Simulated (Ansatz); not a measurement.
# Effect of biaxial strain +0.87 %, plane normal [001], relaxed out of plane on Ge

Base system: Ge in the diamond structure (space group Fd-3m, No. 227; a = 5.6744 Å). Axes: x, y, z lie along the cube axes.

It is then changed as follows: biaxial strain +0.87 %, plane normal [001], relaxed out of plane (Cartesian); in-plane vectors clamped, the third vector and the atoms free.

Method: r2SCAN in Ansatz (plane waves to 500 eV, PAW, no spin-orbit coupling). k-mesh 10×10×10 (Γ-centred); smearing 0.05 eV (Fermi–Dirac).

- Volume per atom = 23.10 Å³ (base 22.84 Å³)
- Space group = I4_1/amd (No. 141) (base Fd-3m (No. 227))
- Shortest interatomic distance = 2.467 Å (base 2.457 Å)
- Energy relative to the base (free energy F) = +1.5 meV/atom
- Pressure (mean of the normal stresses, compression positive) = -7.7 kbar (base 0.1 kbar)
- Band gap = 0.17 eV (base 0.36 eV)
- Gap character = direct at Γ (base direct at Γ)
- Valence-band top at Γ (three highest levels, from the VBM) = 0.00, -0.12, -0.12 eV (base 0.00, 0.00, 0.00 eV)
- Out-of-plane strain = -0.59 %
- Ratio −ε⊥/ε∥ = 0.68

No phonon test of stability was made. The real Ge has an indirect gap at ambient pressure; r2SCAN orders its close-lying valleys differently. A zero or small gap of Ge under biaxial strain +0.87 %, plane normal [001], relaxed out of plane can be the functional's error rather than a property of the material. Labels are those of the standard path for the cell's own space group.

Ansatz is a first-principles code.
